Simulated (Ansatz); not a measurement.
Band structure of RbLaMg6 (Amm2, 8 atoms in the cell).

```
CELL_PARAMETERS angstrom
      5.42779     0.00000     0.00000
      0.00000     3.61559     6.03105
      0.00000    -3.61559     6.03105
ATOMIC_POSITIONS crystal
  Rb 0.00000 0.14880 0.14880
  La 0.50000 0.34261 0.34261
  Mg 0.50000 0.80086 0.37016
  Mg 0.50000 0.37016 0.80086
  Mg 0.50000 0.84607 0.84607
  Mg 0.00000 0.66071 0.16383
  Mg 0.00000 0.16383 0.66071
  Mg 0.00000 0.66696 0.66696
```

Level of theory: PBEsol, default PAW files made with PBE (plane waves; Ansatz, a program for electronic structure).

Settings: kpoints.mp_grid.grid = 6 5 5; hamiltonian.xc = pbesol; hamiltonian.pseudopotentials = {kind: paw} (the program's default PAW files); scf.occupations.method = cold; scf.occupations.width = 0.2 eV; kpoints.band_path.npoints = 6.

The starting cell comes from a database of computed structures (which also holds hypothetical and non-ambient phases and stackings), without a prior relaxation at this level.

Levels in eV from the Fermi level, bands 37 to 44:
| point | 37 | 38 | 39 | 40 | 41 | 42 | 43 | 44 |
|---|---|---|---|---|---|---|---|---|
| Γ | -1.55 | -1.17 | -0.60 | 0.00 | 0.28 | 0.38 | 1.02 | 1.16 |
| X | -0.75 | -0.64 | -0.44 | -0.08 | 0.34 | 0.75 | 0.92 | 1.15 |
| S | -0.89 | -0.76 | -0.27 | 0.02 | 0.39 | 0.80 | 1.03 | 1.23 |
| R | -1.27 | -1.05 | -0.83 | -0.76 | 0.16 | 0.77 | 1.10 | 1.26 |
| A | -1.96 | -1.89 | 0.00 | 0.23 | 0.31 | 0.63 | 0.80 | 0.98 |
| Z | -1.37 | -1.13 | -0.79 | -0.65 | 0.10 | 0.14 | 0.74 | 0.79 |
| Y | -0.80 | -0.25 | -0.22 | -0.07 | 0.29 | 0.42 | 0.66 | 0.72 |
| X1 | -0.75 | -0.64 | -0.44 | -0.08 | 0.34 | 0.75 | 0.92 | 1.15 |
| A1 | -1.96 | -1.89 | 0.00 | 0.23 | 0.31 | 0.63 | 0.80 | 0.98 |
| T | -1.79 | -1.45 | -0.55 | -0.27 | 0.02 | 0.81 | 1.26 | 1.27 |

Bands cross the Fermi level along this path, so the cell is metallic at this level.

Keys are those of Ansatz 0.2.
